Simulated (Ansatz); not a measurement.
# Ir, pressure series

The reference is Ir in the fcc (Cu type) structure (space group Fm-3m, No. 225; a = 3.844 Å).

Cell and atoms are relaxed at each pressure.

Calculations: Ansatz (an electronic-structure program), r2SCAN, PAW, cutoff 500 eV, without spin-orbit coupling.

Notes on the quantities. enthalpy: H = E + PV relative to the base's energy.

```tsv
change	volume per atom	enthalpy
base	14.20 Å³	–
pressure −2 GPa	14.28 Å³	-0.18 eV/atom
pressure −1 GPa	14.24 Å³	-0.09 eV/atom
pressure 0.9 GPa	14.17 Å³	+0.08 eV/atom
pressure 2.1 GPa	14.13 Å³	+0.19 eV/atom
pressure 4.5 GPa	14.04 Å³	+0.40 eV/atom
pressure 9 GPa	13.89 Å³	+0.79 eV/atom
pressure 15 GPa	13.70 Å³	+1.31 eV/atom
pressure 22.5 GPa	[?]	+1.94 eV/atom
pressure 30 GPa	13.28 Å³	+2.57 eV/atom
```

Q: Some entries are withheld; estimate them.

A: 
- pressure 22.5 GPa, volume per atom: 13.48 Å³

Load acts through the strain it causes; cell and atoms are relaxed under it. Stability against distortions was not tested. Competing high-pressure phases were not computed. All final runs are without spin polarisation.
